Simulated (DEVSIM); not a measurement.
System: Si n-i-p diode, at 300 K.

```tsv
layer (left to right)	material	thickness (μm)	Nd (cm⁻³)	Na (cm⁻³)	τn (s)	τp (s)
1	Si	0.400	2.7e17	-	1.1e-5	1.1e-5
2	Si	2.80	-	2e12	1.1e-5	1.1e-5
3	Si	2.40	-	4.3e18	3.3e-7	1.1e-5
```

Left contact: ohmic. Right contact: ohmic. Voltage is applied to the left contact. Recombination: SRH at mid-gap, radiative. Mobility is μmin + (μ − μmin)/(1 + (N/Nref)^α).

Constants are typed, rounded textbook-type inputs, not results; the design itself was drawn at random and stands for no fabricated device. Values at 300 K.

```tsv
parameter	Si
gap (eV)	1.124
affinity (eV)	4.05
permittivity	11.7
Nc (cm⁻³)	2.86e19
Nv (cm⁻³)	3.1e19
μn (cm²/Vs)	1417
μp (cm²/Vs)	470
μn,min	52
μp,min	45
Nref,n	9.7e16
Nref,p	2.2e17
αn	0.68
αp	0.72
B (cm³/s)	4.7e-15
```

Model (solved in DEVSIM): 1D drift-diffusion, Boltzmann statistics, complete ionisation; no tunnelling, impact ionisation, image-force lowering or self-heating.

Problem. Tabulate band edges, carrier densities and field at -0.9 V on the left contact.

Solution. Energies count from the Fermi level of the right contact; mesh points crowd at the junctions.

```json
[
 {"x (μm)": "0.000", "Ec (eV)": "1.020", "Ev (eV)": "-0.103", "n (cm⁻³)": "2.7e17", "p (cm⁻³)": "430", "field (V/cm)": "-220"},
 {"x (μm)": "0.03507", "Ec (eV)": "1.020", "Ev (eV)": "-0.104", "n (cm⁻³)": "2.8e17", "p (cm⁻³)": "7.8e15", "field (V/cm)": "-210"},
 {"x (μm)": "0.1100", "Ec (eV)": "1.018", "Ev (eV)": "-0.106", "n (cm⁻³)": "2.9e17", "p (cm⁻³)": "2.4e16", "field (V/cm)": "-190"},
 {"x (μm)": "0.2566", "Ec (eV)": "1.016", "Ev (eV)": "-0.108", "n (cm⁻³)": "3.2e17", "p (cm⁻³)": "5.3e16", "field (V/cm)": "-160"},
 {"x (μm)": "0.3691", "Ec (eV)": "1.014", "Ev (eV)": "-0.110", "n (cm⁻³)": "3.4e17", "p (cm⁻³)": "7.4e16", "field (V/cm)": "-27"},
 {"x (μm)": "0.4010", "Ec (eV)": "1.024", "Ev (eV)": "-0.100", "n (cm⁻³)": "2.3e17", "p (cm⁻³)": "1.2e17", "field (V/cm)": "12000"},
 {"x (μm)": "0.4370", "Ec (eV)": "1.032", "Ev (eV)": "-0.092", "n (cm⁻³)": "1.7e17", "p (cm⁻³)": "1.7e17", "field (V/cm)": "-15"},
 {"x (μm)": "0.5803", "Ec (eV)": "1.031", "Ev (eV)": "-0.093", "n (cm⁻³)": "1.8e17", "p (cm⁻³)": "1.8e17", "field (V/cm)": "-85"},
 {"x (μm)": "0.8906", "Ec (eV)": "1.029", "Ev (eV)": "-0.095", "n (cm⁻³)": "2.0e17", "p (cm⁻³)": "2.0e17", "field (V/cm)": "-78"},
 {"x (μm)": "1.671", "Ec (eV)": "1.023", "Ev (eV)": "-0.101", "n (cm⁻³)": "2.4e17", "p (cm⁻³)": "2.4e17", "field (V/cm)": "-63"},
 {"x (μm)": "2.560", "Ec (eV)": "1.018", "Ev (eV)": "-0.106", "n (cm⁻³)": "2.9e17", "p (cm⁻³)": "2.9e17", "field (V/cm)": "-52"},
 {"x (μm)": "3.025", "Ec (eV)": "1.016", "Ev (eV)": "-0.108", "n (cm⁻³)": "3.2e17", "p (cm⁻³)": "3.2e17", "field (V/cm)": "-48"},
 {"x (μm)": "3.145", "Ec (eV)": "1.015", "Ev (eV)": "-0.109", "n (cm⁻³)": "3.2e17", "p (cm⁻³)": "3.2e17", "field (V/cm)": "-45"},
 {"x (μm)": "3.193", "Ec (eV)": "1.026", "Ev (eV)": "-0.098", "n (cm⁻³)": "2.2e17", "p (cm⁻³)": "5.0e17", "field (V/cm)": "22000"},
 {"x (μm)": "3.237", "Ec (eV)": "1.082", "Ev (eV)": "-0.042", "n (cm⁻³)": "2.4e16", "p (cm⁻³)": "4.3e18", "field (V/cm)": "-37"},
 {"x (μm)": "3.324", "Ec (eV)": "1.081", "Ev (eV)": "-0.043", "n (cm⁻³)": "2.4e16", "p (cm⁻³)": "4.3e18", "field (V/cm)": "-37"},
 {"x (μm)": "3.547", "Ec (eV)": "1.081", "Ev (eV)": "-0.043", "n (cm⁻³)": "2.2e16", "p (cm⁻³)": "4.3e18", "field (V/cm)": "-37"},
 {"x (μm)": "4.072", "Ec (eV)": "1.079", "Ev (eV)": "-0.045", "n (cm⁻³)": "1.7e16", "p (cm⁻³)": "4.3e18", "field (V/cm)": "-37"},
 {"x (μm)": "5.136", "Ec (eV)": "1.075", "Ev (eV)": "-0.049", "n (cm⁻³)": "5.4e15", "p (cm⁻³)": "4.3e18", "field (V/cm)": "-37"},
 {"x (μm)": "5.422", "Ec (eV)": "1.074", "Ev (eV)": "-0.050", "n (cm⁻³)": "2.1e15", "p (cm⁻³)": "4.3e18", "field (V/cm)": "-37"},
 {"x (μm)": "5.544", "Ec (eV)": "1.073", "Ev (eV)": "-0.051", "n (cm⁻³)": "6.8e14", "p (cm⁻³)": "4.3e18", "field (V/cm)": "-37"},
 {"x (μm)": "5.600", "Ec (eV)": "1.073", "Ev (eV)": "-0.051", "n (cm⁻³)": "< 1e2", "p (cm⁻³)": "4.3e18", "field (V/cm)": "-37"}
]
```
